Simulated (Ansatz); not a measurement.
A self-consistent single point of SnSe₂ (P3m1, 3 atoms in the cell) with Ansatz (a quantum-chemistry and plane-wave program).

Level of theory: LDA (PW92), harder PAW files (source: ansatz) made with PBE (plane waves; Ansatz).

```
CELL_PARAMETERS angstrom
      1.89928    -3.28966     0.00000
      1.89928     3.28966     0.00000
      0.00000     0.00000     6.12158
ATOMIC_POSITIONS crystal
  Sn 0.00000 0.00000 0.00817
  Se 0.33333 0.66667 0.25000
  Se 0.66667 0.33333 0.75000
```

Reference input (self-consistent single point, DFT, LDA (PW92), plane waves, default PAW files made with PBE): basis.ecutwfc = 420 eV; kpoints.mp_grid.grid = 8 8 4; hamiltonian.xc = lda; hamiltonian.pseudopotentials = {kind: paw} (the program's default PAW files); scf.occupations.method = fermi_dirac; scf.occupations.width = 0.05 eV. This run's input differs from it in these lines:

Ansatz 0.2 input:
```diff
@@ -10,3 +10,3 @@
 basis:
-  ecutwfc: 420.0
+  ecutwfc: 960.0
 kpoints:
@@ -15,3 +15,3 @@
   xc: lda
-  pseudopotentials: { kind: paw }
+  pseudopotentials: { kind: paw, source: ansatz }
 scf:
```

Output (repeated stretches shortened):

```
SCF iter   1: F=—  HF=-20348.972885 eV  |F-HF|=—  |Δ(HF+E_count)|=         —  Δρ=4.45e-2  dr2=3.38e0  ethr=3.10e-3  ⟨swp⟩=6.7  Hψ=4809  notcnv=0  defer=2
all-band conjugate gradients solve this SCF's bands
preconditioner: auto → Resta (q_TF=auto, 2.574 Å⁻¹)
SCF iter   2: F=—  HF=-20348.098109 eV  |F-HF|=—  |Δ(HF+E_count)|=   8.75e-1  Δρ=1.60e-2  dr2=2.68e-1  ethr=3.10e-3  ⟨swp⟩=3.0  Hψ=2211  notcnv=0  defer=43
   [... lines left out ...]
SCF iter   6: F=—  HF=-20348.012616 eV  |F-HF|=—  |Δ(HF+E_count)|=   4.41e-5  Δρ=1.69e-4  dr2=1.50e-5  ethr=2.44e-7  ⟨swp⟩=2.0  Hψ=1692  notcnv=0  defer=43
SCF iter   7: F=—  HF=-20348.012692 eV  |F-HF|=—  |Δ(HF+E_count)|=   7.65e-5  Δρ=3.54e-5  dr2=1.20e-6  ethr=2.77e-8  ⟨swp⟩=2.0  Hψ=2057  notcnv=0  defer=43
SCF iter   8: F=—  HF=-20348.012693 eV  |F-HF|=—  |Δ(HF+E_count)|=   5.99e-7  Δρ=1.55e-5  dr2=3.12e-7  ethr=2.23e-9  ⟨swp⟩=2.0  Hψ=1919  notcnv=0  defer=43
SCF iter   9: F=-20348.012693 eV  HF=-20348.012693 eV  |F-HF|=7.50e-9  |Δ(HF+E_count)|=   8.41e-8  Δρ=4.85e-6  dr2=1.80e-8  ethr=1.85e-10  ⟨swp⟩=11.8  Hψ=4657  notcnv=0
SCF 1 converged in 9 iterations: F = -20348.012693 eV  dr2 = 1.80e-8
Free energy (F): -20348.012693 eV
Internal energy: -20348.012610 eV  (E = F + TS)
E sigma→0 (E₀):  -20348.012651 eV
Entropy (-TS):   -0.000083 eV (-0.028 meV/atom)
Fermi energy:    9.567969 eV
--- Forces (eV/Å), atoms counted from 1 ---
  atom   1  Sn     0.00000000     0.00000000    -0.78978776
  atom   2  Se    -0.00000000    -0.00000000     0.90250921
  atom   3  Se     0.00000000     0.00000000    -0.11268625
--- Stress (GPa, compression-positive) ---
        0.838249       0.000000       0.000000
        0.000000       0.838249      -0.000000
        0.000000       0.000000       2.107457
  P = ⅓ Tr σ = 1.2613 GPa (12.613 kbar)
  The stress holds the Pulay correction. Without it, at fixed plane waves, as pw.x and ABINIT print it: P = 1.2575 GPa
```

The run converged in 9 iterations. Against the reference run the pressure hardly changes (1.27 to 1.26 GPa), the largest force hardly changes (0.904 to 0.903 eV/Å) and the gap on the mesh hardly changes (0.680 to 0.681 eV).

The starting cell has typed, rounded lattice constants, without a prior relaxation at this level. Its lattice was rescaled by up to half a per cent. One atom was moved a little off its site on purpose. Ansatz's pressure includes its estimate of the finite-basis (Pulay) stress.
